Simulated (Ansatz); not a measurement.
Take HfO2 in the fluorite structure (space group Fm-3m, No. 225; a = 5.058 Å) as the base.

All numbers come from Kohn–Sham DFT with the r2SCAN functional, run in Ansatz (an electronic-structure program) with PAW and 500 eV plane waves, no SOC.

For the base:

```
Quantity                            Result
-----------------------------  -----------
Gap character                  direct at X
Band gap                           4.30 eV
Shortest interatomic distance   4.139 bohr
Smallest direct gap                4.30 eV
```

It is then changed as follows: Zr takes the place of Hf on all its sites, then cell and atoms are relaxed.

Tabulated Pauling electronegativity and covalent radius: Hf 1.30, 1.75 Å; Zr 1.33, 1.75 Å.

Task: Estimate the effect on the gap character.

Result: The gap character changes from direct at X to indirect, X → Γ.

Task: Predict the new band gap.

Result: The band gap drops by 0.416 eV, from 4.30 eV to 3.89 eV.

Task: What does the calculation give for the shortest interatomic distance after the change?

Result: The shortest interatomic distance grows by 0.025 bohr (4.139 bohr → 4.164 bohr).

Task: Estimate the effect on the smallest direct gap.

Result: The smallest direct gap decreases by 0.01 eV to 4.29 eV.

Task: What happens to the electron mass?

Result: The electron mass (degenerate bands, along [100]) comes out as 0.53, 2.1 mₑ (at Γ).

Spin-orbit coupling, missing from the scalar runs, can matter with Hf. Masses are band curvatures over ±0.01 Å⁻¹ around the edge. No phonon test of stability was made. This is not the structure that ZrO2 has at room temperature and ambient pressure. This is not the structure that HfO2 has at room temperature and ambient pressure.
